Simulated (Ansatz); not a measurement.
# LaPt3Si: element substitutions

Start from LaPt₃Si (space group P4mm, No. 99; a = 4.091 Å, c = 5.462 Å; a cell from a computed database, its experimental status unchecked).

Each row replaces one element on all its sites; cell and atoms are relaxed.

Level of theory: Ansatz (a first-principles code) PBEsol, no spin-orbit coupling.

```
variant  c/a ratio  shortest interatomic distance
-------  ---------  -----------------------------
base         1.335                        2.307 Å
La → Ba      1.299                        2.346 Å
Pt → Ir      1.296                        2.301 Å
Pt → As      1.522                        2.298 Å
```

Stability against distortions was not tested. As relaxed here, BaPt3Si, LaIr3Si and LaSiAs3 are hypothetical phases, not in the database extracts checked. All final runs are without spin polarisation. An odd electron count without spin: LaPt3Si. LaIr3Si has a high density of states at the Fermi level and may be magnetic at this level.
